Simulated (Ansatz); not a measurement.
Start from Zr in the hcp (Mg type) structure (space group P6_3/mmc, No. 194; a = 3.246 Å, c = 5.151 Å). Axes: x lies along a and z along c of the hexagonal cell.

The values are results of r2SCAN in Ansatz (plane waves to 500 eV, PAW, spin-orbit coupling left out), not measurements.

Before the change:

The pressure comes out as 0.0 GPa and the shortest interatomic distance is 318.5 pm.

One thing is altered: the cell is compressed by 0.25 % along x with no lateral relaxation; the atoms relax in the strained cell.

Task: What does the calculation give for the pressure after the change?

Result: The pressure (mean of the normal stresses, compression positive) goes from zero to 0.2 GPa.

Task: What does the calculation give for the energy relative to the base after the change?

Result: The energy is nearly the same.

Task: Predict the new shortest interatomic distance.

Result: The shortest interatomic distance drops by 0.3 pm, from 318.5 pm to 318.2 pm.

Without a gap, meshes like the base's 16×16×9 leave anisotropic stresses uncertain by several tenths of a GPa, and small strain energies with them. Whether these cells are dynamically stable was not tested. All final runs are without spin polarisation.

Ansatz is a first-principles code.
